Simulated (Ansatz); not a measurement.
Ansatz (a quantum-chemistry and plane-wave program), DFT, PBE, plane waves, its default PAW files: cubic perovskite SrTiO3, atoms displaced (Sr8Ti8O24), 40 atoms. Basis and mesh were picked for this test and aren't claimed converged.

Ansatz 0.2 input:
```yaml
crystal:
  lattice:
    - [7.81, 0.0, 0.0]
    - [0.0, 7.81, 0.0]
    - [0.0, 0.0, 7.81]
  atoms:
    - { symbol: Sr, position: [0.004247, 0.994265, 0.998734] }
    - { symbol: Sr, position: [0.997705, 0.000429, 0.498157] }
    - { symbol: Sr, position: [0.001097, 0.501266, 0.999959] }
    - { symbol: Sr, position: [0.004592, 0.493901, 0.492765] }
    - { symbol: Sr, position: [0.495845, 0.007176, 0.009934] }
    - { symbol: Sr, position: [0.500989, 0.000835, 0.501658] }
    - { symbol: Sr, position: [0.494618, 0.499164, 0.995808] }
... (30 lines of coordinates left out) ...
    - { symbol: O, position: [0.750065, 0.748698, 0.506021] }
    - { symbol: O, position: [0.501197, 0.74696, 0.745736] }
    - { symbol: O, position: [0.75373, 0.496055, 0.748697] }
kpoints:
  mp_grid: { grid: [2, 2, 2] }
hamiltonian:
  xc: pbe
  pseudopotentials: { kind: paw }
scf:
  occupations: { method: fixed }
  eigensolver: { kind: davidson }
output:
  forces: true
```

```bash
OMP_NUM_THREADS=32 ANSATZ_TIMINGS=1 ansatz run --backend cuda --devices 1 --threads 32 --max-ram 600GiB --events-out run.ndjson --runs-dir run.runs --progress --plain run.yaml
```

The program reports k-points after symmetry: 8, bands at the start: 200, electrons: 320, plane waves at Γ: 9315, cutoff (eV): 420, FFT grid: 54×54×54, symmetry operations: 1.

Machine: one whole node with four NVIDIA GB200 cards and two Grace (Neoverse V2) sockets of 72 cores, of which 136 in all may be used; each card has its host threads on the socket beside it.

On 1 card, 32 host threads this takes 1.5 s. Times are medians of repeated runs, from launch to exit, start-up of the cards included. No other job ran on the node; its own services took about 4 cores, and under one core (or 1.5 %) of those that a run was pinned to. Processes are pinned to neighbouring cores unless said otherwise. Build: release build for Arm (Neoverse V2), with CUDA, one process with threads. Other compilers and libraries give other times. Scratch files lie in a memory file system.

What should be changed to get the same answer (within 1.0 meV/atom in energy, 10 meV/Å in forces (largest component)) sooner? Keep to the same cards.

Several could match; the one computed here: going from scf.eigensolver.kind = davidson to scf.eigensolver.kind = auto (default), one of the fastest of the measured ones that keep the result.

```diff
-  eigensolver: { kind: davidson }
```

Time: 1.5 s to 1.1 s (1.3× as fast). The largest move is in band solves (diag): 0.47 s to 0.11 s. The band solves carry the change: the iterations make 37109 against 24454 applications of H to a band, at 0.013 against 0.0045 ms of diag time each. As resolved by the program: band solver davidson against band_cg. Applications of H to a band go from 41411 to 24796. These two results differ by: energy under 0.001 meV/atom, forces (largest component) 0.061 meV/Å. Others tried: scf.eigensolver.real_solve = false, scf.eigensolver.kind = auto (default) (1.1 s); scf.eigensolver.kind = auto (default), scf.eigensolver.mixed_precision = true (1.7 s); scf.eigensolver.kind = davidson, scf.eigensolver.mixed_precision = true (1.7 s). Repeats scatter by up to 6 %. Launch, exit and the like take 0.53 s of the 1.1 s.
